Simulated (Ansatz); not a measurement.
# C (R-3m, No. 166, 4 atoms in the cell; start mp-569304; another form than the element's usual one)

Calculation: r²SCAN+rVV10 (PAW; Ansatz, an electronic-structure program).

Settings: plane-wave cutoff 560 eV, 16×16×16 k mesh, Fermi–Dirac smearing 0.01 eV, scalar-relativistic PAW data made under PBE.

Cell (relaxed at this level):

C is modelled in the trigonal space group R-3m, hexagonal axes (No. 166), Pearson symbol hR4. Conventional cell: a = 2.4550 Å, b = 2.4550 Å, c = 20.6953 Å, α = 90.00°, β = 90.00°, γ = 120.00°. C1 on 6c has 3 C at 1.417 Å (trigonal planar). C2 on 6c is coordinated by 3 C at 1.417 Å (trigonal planar). (Neighbours: up to the widest gap in distance over summed covalent radii, below 1.35, at either atom.)
(The calculation used a cell of 4 atoms; values per cell refer to that cell.)

| Property | Value |
|---|---|
| band gap | 0.01 eV (under three smearing widths, so not firm) |
| smallest direct gap on the k points sampled | 0.28 eV |
| Γ–Γ gap | 7.23 eV |

The result took around 50 core-seconds (rough).

A start named mp-… is a Materials Project structure, which need not be a measured phase.
